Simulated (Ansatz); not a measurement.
An Ansatz (a quantum-chemistry and plane-wave program) input (plane-wave PAW DFT at the PBEsol level (Ansatz, 420 eV), scalar-relativistic without spin-orbit coupling):

Ansatz 0.2 input:
```yaml
crystal:
  lattice:
    - [5.8720797603, 0, 0]
    - [0, 5.8720797603, 0]
    - [0, 0, 5.8720797603]
  atoms:
    - { symbol: Cs, position: [0.5, 0.5, 0.5] }
    - { symbol: Pb, position: [0, 0, 0] }
    - { symbol: Br, position: [0, 0.5, 0] }
    - { symbol: Br, position: [0.5, 0, 0] }
    - { symbol: Br, position: [0, 0, 0.5] }
basis: { ecutwfc: 420, ecutrho_ratio: 4, xc_grid: 2, fft_grid_basis: typed }
kpoints: { mp_grid: { grid: [6, 6, 6] } }
hamiltonian:
  xc: pbesol
  dispersion: none
  pseudopotentials: { kind: paw }
scf: { occupations: { method: fermi_dirac, width: 0.05 }, convergence: { dr2_threshold: 0.0000000005 } }
output: { forces: true, stress: true }
checkpoint: { write: state.ck, write_every: 1000 }
```

### Question
Which symmetry and how many k-points will the program report, and about how many plane waves at Γ?

### Answer
Space group Pm-3m (ITA 221) with 48 operations, k-points 20 of 216, and 3911 plane waves at Γ.

Whether these cells are dynamically stable was not tested. The cell was made from CsPbF3 by this change: F → Br. Many cubic perovskites are stable only at high temperature; tilts and polar distortions were not tested. This is not the structure that CsPbBr3 has at room temperature and ambient pressure.
